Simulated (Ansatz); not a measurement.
**A computed series for Os: response to strain**

Base system: Os in the hcp (Mg type) structure (space group P6_3/mmc, No. 194; a = 2.729 Å, c = 4.309 Å; relaxed with 0.1 eV smearing). Axes: x lies along a and z along c of the hexagonal cell.

Strains are applied to the cell and any free atomic positions relax.

Computed with Ansatz (a quantum-chemistry and plane-wave program), PBEsol, PAW, cutoff 420 eV, without spin-orbit coupling.

Notes on the quantities. pressure: mean of the normal stresses, compression positive; energy relative to the base: free energy F.

| change | pressure | energy relative to the base | volume per atom |
|---|---|---|---|
| base | 0.0 GPa | 0 meV/atom | 13.90 Å³ |
| uniaxial strain ε_zz = −3.00 % | 15.3 GPa | +37 meV/atom | 13.48 Å³ |
| uniaxial strain ε_zz = −2.50 % | 12.5 GPa | +25 meV/atom | 13.55 Å³ |
| uniaxial strain ε_zz = −2.00 % | 9.8 GPa | +16 meV/atom | 13.62 Å³ |
| uniaxial strain ε_zz = −1.50 % | 7.2 GPa | +8.9 meV/atom | 13.69 Å³ |
| uniaxial strain ε_zz = +0.50 % | -2.2 GPa | +0.9 meV/atom | 13.97 Å³ |
| uniaxial strain ε_zz = +1.00 % | ? | +3.7 meV/atom | 14.04 Å³ |
| uniaxial strain ε_zz = +1.50 % | -6.4 GPa | +8.3 meV/atom | 14.10 Å³ |
| uniaxial strain ε_zz = +2.00 % | -8.3 GPa | ? | 14.17 Å³ |
| uniaxial strain ε_zz = +2.50 % | -10.2 GPa | +22 meV/atom | 14.24 Å³ |

### Question
What belongs in the blanks?

### Answer

- uniaxial strain ε_zz = +1.00 %, pressure: -4.3 GPa
- uniaxial strain ε_zz = +2.00 %, energy relative to the base: +14 meV/atom

No phonon test of stability was made. The final runs are not spin-polarised.
